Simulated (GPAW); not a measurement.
Worked example: self-consistent single point of Br (Cmce, 4 atoms in the cell) in GPAW.

Computed with PBEsol, GPAW PAW datasets PBEsol (made by gpaw-setup) (plane waves; GPAW).

```xyz
4
Lattice="2.2559 -3.3587 0.0000 2.2559 3.3587 0.0000 0.0000 0.0000 8.7819" Properties=species:S:1:pos:R:3 pbc="T T T"
Br     3.8847     0.0000     7.8071
Br     2.8830     0.0000     3.4162
Br     1.6288     0.0000     5.3657
Br     0.6271     0.0000     0.9748
```

Reference input (self-consistent single point, DFT PBE, plane waves, GPAW PAW datasets PBE (gpaw-data 1.0.1)): mode = pw; ecut = 550 eV; xc = PBE; kpts = 5 5 2; mesh shift (steps) = 0 0 0; occupations.name = fermi-dirac; occupations.width = 0.02 eV; nbands = -4; convergence.forces = 0.001 eV/Å; convergence.bands = -2; symmetry.symmorphic = false; symmetry.tolerance = 0.0005. This run's input differs from it in these lines:

```diff
@@ -15,3 +15,3 @@
 calc = GPAW(mode={'name': 'pw', 'ecut': 550},
-            xc='PBE',
+            xc='PBEsol',
             kpts={'size': (5, 5, 2), 'gamma': True},
```

Its files differ too (potentials: GPAW PAW datasets PBEsol (made by gpaw-setup)).

Log, with long lists cut:

```
     iter     time        total  log10-change:
                         energy   eigst   dens  force
iter:   1 --:--:--    -7.497533   -0.41
iter:   2 --:--:--    -7.450795   -1.94  -1.08
iter:   3 --:--:--    -7.063272   -2.05  -1.11
iter:   4 --:--:--    -7.050897   -2.66  -1.64
iter:   5 --:--:--    -7.046962   -2.87  -2.04
iter:   6 --:--:--    -7.040833c  -3.53  -2.10
iter:   7 --:--:--    -7.042622c  -3.74  -2.48
iter:   8 --:--:--    -7.040374c  -3.97  -2.40
iter:   9 --:--:--    -7.040534c  -4.84  -3.17
iter:  10 --:--:--    -7.040323c  -5.08  -2.88
iter:  11 --:--:--    -7.040323c  -6.90  -4.02c
iter:  12 --:--:--    -7.040324c  -7.31  -4.03c
iter:  13 --:--:--    -7.040324c  -7.95c -4.02c
iter:  14 --:--:--    -7.040325c  -6.83  -4.24c
iter:  15 --:--:--    -7.040324c  -7.96c -3.96
iter:  16 --:--:--    -7.040324c  -7.64c -4.22c -2.17
iter:  17 --:--:--    -7.040324c  -8.49c -4.77c -2.39
iter:  18 --:--:--    -7.040324c  -8.50c -4.72c -2.42
iter:  19 --:--:--    -7.040324c -10.56c -5.48c -3.39c
Converged after 19 iterations.

Dipole moment: (-0.000000, -0.000000, 0.000000) |e|*Ang

Energy contributions relative to reference atoms: (reference = -283421.426255)

Kinetic:         +7.516825
Potential:       -6.879878
External:        +0.000000
XC:              -7.692391
Entropy (-ST):   -0.000000
Local:           +0.015120
SIC:             +0.000000
--------------------------
Free energy:     -7.040324
Extrapolated:    -7.040324

Showing only first 2 kpts
 Kpt  Band  Eigenvalues  Occupancy
  0    12      0.51784    2.00000
  0    13      0.53553    2.00000
  0    14      2.19439    0.00000
  0    15      3.03531    0.00000

  1    12      0.52739    2.00000
  1    13      0.52739    2.00000
  1    14      2.46789    0.00000
  1    15      2.46789    0.00000

Fermi level: 1.52457

Gap: 1.659 eV
Transition (v -> c):
   [... lines left out ...]
Energy (eV): -7.040324

Forces in eV/Ang:
  0 Br   -0.18226    0.00000   -0.50251
  1 Br    0.18226    0.00000   -0.50251
  2 Br   -0.18226    0.00000    0.50251
  3 Br    0.18226    0.00000    0.50251

Stress tensor:
     0.005445     0.000000    -0.000000
     0.000000    -0.000984     0.000000
    -0.000000     0.000000     0.001827
Stress (GPa, Voigt): [ 0.8724 -0.1576  0.2927  0.     -0.      0.    ]
```

The run converged in 19 iterations. GPAW prints stress with tension positive. Against the reference run the pressure goes from 1.48 to -0.34 GPa, the largest force goes from 0.654 to 0.535 eV/Å and the gap on the mesh goes from 1.720 to 1.659 eV.

The starting cell has typed, rounded lattice constants, without a prior relaxation at this level. Its lattice was rescaled by a random factor within 2.5 % of one.
